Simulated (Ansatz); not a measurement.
Consider TiO2 in the anatase structure (space group I4_1/amd, No. 141; a = 3.799 Å, c = 9.701 Å). Axes: x, y, z lie along a, b, c of the conventional cell.

Method: Ansatz (a program for electronic structure), PBE, PAW, cutoff 420 eV, no spin-orbit coupling.

Modification: the cell is compressed by 3.00 % along z with no lateral relaxation; the atoms relax in the strained cell.

Problem. Predict the stress tensor and what it implies for the stiffness.

Solution. Stress of the strained cell less that of the base (GPa, compression positive):
```
   4.41    0.00    0.00
   0.00    4.41    0.00
   0.00    0.00    5.84
```

Then −Δσ_ii/ε with ε = -0.0300 gives secant stiffness values (nonlinear terms included at this strain): C33 ≈ 195 GPa, C13 ≈ 147 GPa and C23 ≈ 147 GPa.

As a check, the harmonic strain energy −½ V₀ Δσ:ε is 6.4 meV/atom; the computed energy rise is 6.3 meV/atom.

Stability against distortions was not tested. The final runs are not spin-polarised.
